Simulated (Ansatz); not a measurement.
Base system: CuI in the zinc blende structure (space group F-43m, No. 216; a = 6.023 Å). Axes: x, y, z lie along the cube axes.

Computed with Ansatz (a first-principles code) r2SCAN, scalar-relativistic without spin-orbit coupling.

Base values:

The valley order comes out as Γ 1.67 eV; L along ⟨111⟩ 2.57 eV; X along ⟨100⟩ 2.90 eV.

Modification: tensile biaxial strain of 0.50 % in the plane normal to [001], as in epitaxy on a mismatched substrate; the out-of-plane cell vector and the atoms relax.

Problem. What happens to the valley order?

Solution. The valley order (the lowest conduction-band minima on the path, energy above the VBM, named in the base's zone) becomes Γ 1.65 eV; L along [1-1-1] 2.55 eV; X along [001] 2.86 eV; X along [100] 2.92 eV (base: Γ 1.67 eV; L along ⟨111⟩ 2.57 eV; X along ⟨100⟩ 2.90 eV).

Problem. Predict the new energy relative to the base.

Solution. The energy stays essentially unchanged.

Problem. Predict the new in-plane stress.

Solution. The mean in-plane stress (compression positive) is -0.2 GPa.

Spin-orbit coupling, missing from the scalar runs, can matter with I. The levels and masses belong to the bands next to the band gap. Whether these cells are dynamically stable was not tested. All final runs are without spin polarisation.
